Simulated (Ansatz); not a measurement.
Hypothetical Fm-3m WSe2, response to strain

The parent structure is WSe2 (space group Fm-3m, No. 225; a = 6.261 Å; ferromagnetic; a hypothetical phase, not in the database extracts checked; relaxed with 0.1 eV smearing). Axes: x, y, z lie along the cube axes.

Strains are applied to the cell and any free atomic positions relax; under stress the whole cell relaxes.

Calculations: r2SCAN (Ansatz, an electronic-structure program), no SOC.

Candidates:
(a) uniaxial strain ε_yy = +1.04 %
(b) uniaxial stress, 5 GPa compression along x
(c) uniaxial stress, 8 GPa tension along z

Notes on the quantities. energy relative to the base: free energy F.

Question: Order them by energy relative to the base, lowest first.

Answer: (a) uniaxial strain ε_yy = +1.04 % (+1.6 meV/atom), (b) uniaxial stress, 5 GPa compression along x (+7.6 meV/atom), (c) uniaxial stress, 8 GPa tension along z (+20 meV/atom)

Other magnetic orders, which the real material may have, were not ruled out. Stability under load was not tested beyond the relaxation.
